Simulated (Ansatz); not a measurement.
YOF (R-3m, No. 166, 6 atoms in the cell; start mp-3637), treated with LDA in Ansatz (plane waves, PAW).

Numerical settings: plane-wave cutoff 520 eV, 10×10×10 k mesh, Fermi–Dirac smearing 0.01 eV, scalar-relativistic PAW data made under PBE.

Cell (relaxed at this level):

```yaml
crystal:
  lattice:
    - [1.86881, 1.07896, 6.19141]
    - [-1.86881, 1.07896, 6.19141]
    - [0.00000, -2.15792, 6.19141]
  atoms:
    - { symbol: Y, position: [0.74180, 0.74180, 0.74180] }
    - { symbol: Y, position: [0.25820, 0.25820, 0.25820] }
    - { symbol: O, position: [0.62120, 0.62120, 0.62120] }
    - { symbol: O, position: [0.37880, 0.37880, 0.37880] }
    - { symbol: F, position: [0.13044, 0.13044, 0.13044] }
    - { symbol: F, position: [0.86956, 0.86956, 0.86956] }
```

What does this level give for the band gap and Γ–Γ gap?


- band gap = 4.96 eV
- Γ–Γ gap = 5.81 eV

Spin–orbit coupling is not included.

A start named mp-… is a Materials Project structure, which need not be a measured phase.

Ansatz is a program for electronic structure.
